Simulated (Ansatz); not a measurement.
Data:

End structure of a constructed model of the (100) surface of fcc Ir, a pseudomorphic layer of Os in the host's stacking (bottom of the slab: a bare face, its two planes held):

```xyz
7
Lattice="2.7372 0.0000 0.0000 0.0000 2.7372 0.0000 0.0000 0.0000 28.0000" Properties=species:S:1:pos:R:3 pbc="T T T"
Ir     1.3686     1.3686     8.0349
Ir     0.0000     0.0000     9.9704
Ir     1.3686     1.3686    11.9007
Ir     0.0000     0.0000    13.8492
Ir     1.3686     1.3686    15.7563
Ir     0.0000     0.0000    17.7793
Os     1.3686     1.3686    19.5716
```

Set-up: 7 atoms, 11.9 Å thick at the start; mesh 14x14x1; 0.1 eV smearing; dipole correction on; single point; on the structure that PBE left under its start's symmetry; no spin, no spin-orbit, no U. It is one candidate, not shown to be the stable structure of the face.

### Question
Give the work function of the top face at the level r2SCAN, at the PBE geometry run with Ansatz (a quantum-chemistry and plane-wave program).

### Answer
5.52 eV
